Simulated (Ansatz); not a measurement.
# Response to strain in Zr

Base system: Zr in the hcp (Mg type) structure (space group P6_3/mmc, No. 194; a = 3.2443 Å, c = 5.1580 Å; relaxed with 0.1 eV smearing).

Strains are applied to the cell and any free atomic positions relax.

The values are results of plane-wave PAW DFT at the r2SCAN level (Ansatz, an electronic-structure program, 500 eV), scalar-relativistic without spin-orbit coupling, not measurements.

Notes on the quantities. pressure: mean of the normal stresses, compression positive.

| isotropic strain (%) | pressure (GPa) |
|---|---|
| 0 | 0.0 |
| 0.5 | ? |
| 1 | -2.7 |
| 1.5 | -3.9 |
| 2 | -5.1 |
| 2.5 | -6.2 |
| 3 | -7.3 |

Fit P = P₀ − Bδ + Cδ² with δ = (1 + ε)³ − 1 to the rows shown and predict the withheld row.

Least squares on the printed values gives P₀ = 0.0 GPa, B = 92.3 GPa (at held cell shape), C = 149 GPa (largest residual 0.0 GPa); this predicts -1.4 GPa, and the run gives -1.4 GPa, in agreement.

Whether these cells are dynamically stable was not tested. The final runs are not spin-polarised.
